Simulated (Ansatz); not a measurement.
**Point defect Si_Al in corundum**

Level of theory: PBE, PAW (plane waves to 420 eV; Ansatz, an electronic-structure program). The supercell holds 120 host sites (2×2×1 repeats of the unit cell), with a 2×2×2 Γ-centred k-point sampling for the final energies. Site at the start: the Al site. Finite-size correction: monopole term and site-potential alignment. Dielectric constants: PBE linear response of the host. Host gap at this level: 5.85 eV. These values are not converged in cell size to better than tenths of an eV. PBE underestimates the host's gap, which shifts levels and can delocalise carriers. Spin–orbit coupling is left out. Each state is the lowest found from its start.

Formation energies E_f are given with the Fermi level at the valence-band maximum. Chemical conditions: O-rich (Δμ(Al) = -7.45 eV, Δμ(Si) = -8.35 eV, bounded by alpha cristobalite; only phases computed here count, gases as isolated molecules at 0 K). Reference phases: Al: fcc Al, Si: silicon.

| charge | moment (μB) | point group | largest move off a lattice site (Å) | image correction with alignment (eV) | E_f, O-rich (eV) |
|---|---|---|---|---|---|
| +1 | not spin-polarised | C3 | 0.12 | 0.19 | -0.04 |
| 0* | quenched | C3 | 0.10 | – | – |
| −1 | not spin-polarised | C3 | 0.25 | 0.15 | 11.17 |

* At this level the carrier isn't localised at the defect: at charge 0 electrons occupy the conduction band. Such a state is shallow or no state of the defect, and this cell gives it no level.

Point groups are those of the whole cell at tolerances of 0.03 and 0.1 Å ("near" where only the looser one holds); none is given for unsettled states.

Starting moments that weren't kept: charge 0 began with 1 μB and ended with 0.0.

Flagged in the runs: a host whose relaxation on this sampling wasn't shown to rest, a strain field that reaches the edge of the cell.

All states together cost very roughly 2.3 core-hours.
